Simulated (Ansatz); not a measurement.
Here is the system:

End structure of the (111) surface of alpha tin, no caps (bottom of the slab: built like the top, H on every dangling bond, free):

```xyz
9
Lattice="4.7072 0.0000 0.0000 -2.3536 4.0765 0.0000 0.0000 0.0000 30.5000" Properties=species:S:1:pos:R:3 pbc="T T T"
Sn     0.0000     0.0000     9.9552
Sn     0.0000     2.7177    10.8593
Sn     0.0000     2.7177    13.7263
Sn     2.3536     1.3588    14.6887
Sn     2.3536     1.3588    17.5713
Sn     0.0000     0.0000    18.5254
Sn     0.0000     0.0000    21.4337
Sn     0.0000     2.7177    22.3726
H      0.0000     0.0000     8.2090
```

Slab: 9 atoms, 14.3 Å thick at the start with caps and adatoms; k 7x7x1, smearing 0.025 eV, dipole-corrected; 2 atoms held, the rest relaxed; held to the start's symmetry, so lower structures may exist; spin-polarised, ending with about 0.5 μB a cell, a value that depends on the mesh; orders that need a larger cell were not tried, no spin-orbit, no U. The slab shows no gap over 0.04 eV on its mesh. It is one candidate, not shown to be the stable structure of the face.

What work function of the top face does PBE run with Ansatz (a quantum-chemistry and plane-wave program) give?

4.22 eV
